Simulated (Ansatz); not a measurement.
Results of HSE06 (Ansatz, a first-principles code, plane waves, PAW) for AlN (model structure, started from the HgO type, Fm-3m, No. 225, 6 atoms in the cell; like a known high-pressure phase).

Run with plane-wave cutoff 460 eV, 9×9×4 k mesh (along the axes of the cell as run), Fermi–Dirac smearing 0.01 eV, scalar-relativistic PAW data made under PBE.

Cell (relaxed with PBE-D3(BJ)):

```cif
data_Al4N4
_chemical_formula_sum 'Al4 N4'
_space_group_name_H-M_alt 'Fm-3m'
_space_group_IT_number 225
_space_group_name_Hall '-F 4 2 3'
_cell_length_a 4.03531
_cell_length_b 4.03531
_cell_length_c 4.03531
_cell_angle_alpha 90.000
_cell_angle_beta 90.000
_cell_angle_gamma 90.000
loop_
_atom_site_label
_atom_site_type_symbol
_atom_site_symmetry_multiplicity
_atom_site_Wyckoff_symbol
_atom_site_fract_x
_atom_site_fract_y
_atom_site_fract_z
_atom_site_occupancy
Al1 Al 4 b 0.50000 0.50000 0.50000 1
N1 N 4 a 0.00000 0.00000 0.00000 1
```
(The calculation used a cell of 6 atoms; values per cell refer to that cell.)

Predict the band gap and smallest direct gap on the k points sampled.


- band gap = 6.10 eV (indirect)
- smallest direct gap on the k points sampled = 7.30 eV

Note: cell and atoms aren't relaxed at this level (pressure -1.0 GPa).

Computed values are for the static lattice.

Cost on a shared machine: very roughly 2.5 core-minutes.

A model structure was made by putting elements into a prototype or built by hand; it is no filed structure, need not be a known phase, and can be a saddle point held by its symmetry.
